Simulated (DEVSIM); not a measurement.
Structure: In0.49Ga0.51P/GaAs p-n heterojunction, at 300 K.

| layer (left to right) | material | thickness (μm) | Nd (cm⁻³) | Na (cm⁻³) | τn (s) | τp (s) |
|---|---|---|---|---|---|---|
| 1 | In0.49Ga0.51P | 0.0970 | - | 1.1e18 | 5.6e-9 | 5.6e-9 |
| 2 | GaAs | 0.160 | 5.9e15 | - | 5.6e-9 | 5.6e-9 |

Left contact: ohmic. Right contact: ohmic. Voltage is applied to the left contact. Recombination: SRH at mid-gap, radiative. Mobility is μmin + (μ − μmin)/(1 + (N/Nref)^α).

This is a model device: material constants are rounded textbook-type values typed into the input, and sizes, dopings and lifetimes were drawn at random. Values at 300 K.

```csv
parameter,In0.49Ga0.51P,GaAs
gap (eV),1.89,1.424
affinity (eV),4,4.07
permittivity,11.8,12.9
Nc (cm⁻³),9e17,4.7e17
Nv (cm⁻³),1.3e19,9e18
μn (cm²/Vs),1500,8500
μp (cm²/Vs),80,400
"μn,min",400,500
"μp,min",15,20
"Nref,n",2e16,6e16
"Nref,p",1.5e17,1.5e17
αn,0.7,0.39
αp,0.8,0.38
B (cm³/s),1e-10,2e-10
```

Model (solved in DEVSIM): 1D drift-diffusion, Boltzmann statistics, complete ionisation; no tunnelling, impact ionisation, image-force lowering or self-heating. Band offsets follow the typed affinities; no thermionic-emission limit at abrupt steps, no polarisation charge.

The doping Na of layer 1 was swept, all else fixed.

| doping Na of layer 1 (cm^-3) | dark forward voltage at 1 A/cm² (V) | potential step across the device at zero bias (V) | largest field in the device at zero bias (V/cm) | dark forward voltage at 100 A/cm² (V) |
|---|---|---|---|---|
| 3.3e16 | 1.000 | 1.552 | 78000 | 1.302 |
| 1.1e17 | 0.949 | 1.583 | 110000 | 1.234 |
| 3.3e17 | 0.923 | 1.612 | 180000 | 1.185 |
| 1.1e18 | 0.909 | 1.643 | 320000 | 1.137 |
| 3.3e18 | 0.905 | 1.671 | 540000 | 1.095 |

From the first row to the last the dark forward voltage at 1 A/cm² goes from 1.000 to 0.905. From the first row to the last the potential step across the device at zero bias goes from 1.552 to 1.671.
